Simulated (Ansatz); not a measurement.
PtAu (model structure, Pm-3m, No. 221, 2 atoms in the cell): bulk modulus B0 by level of theory

No measured value is used here.

```csv
level (code),value (GPa),cell (Å³/atom)
LDA (Ansatz),[?],15.67
PBE (Ansatz),186,16.79
PBEsol (Ansatz),221,16.02
```

### Question
Some entries are withheld; supply them.

### Answer

- LDA (Ansatz, a program for electronic structure), value (GPa): 242

Density-functional levels without +SOC have no spin–orbit coupling. LDA, PBE, PBEsol: the bulk modulus is −V dP/dV from two relaxed cells at ±2 % in volume. Each level is taken at its own relaxed cell. Ansatz's density-functional and Hartree–Fock values are scalar-relativistic unless marked +SOC, with PAW data made under PBE.

A model structure was made by putting elements into a prototype or built by hand; it is no filed structure, need not be a known phase, and can be a saddle point held by its symmetry.
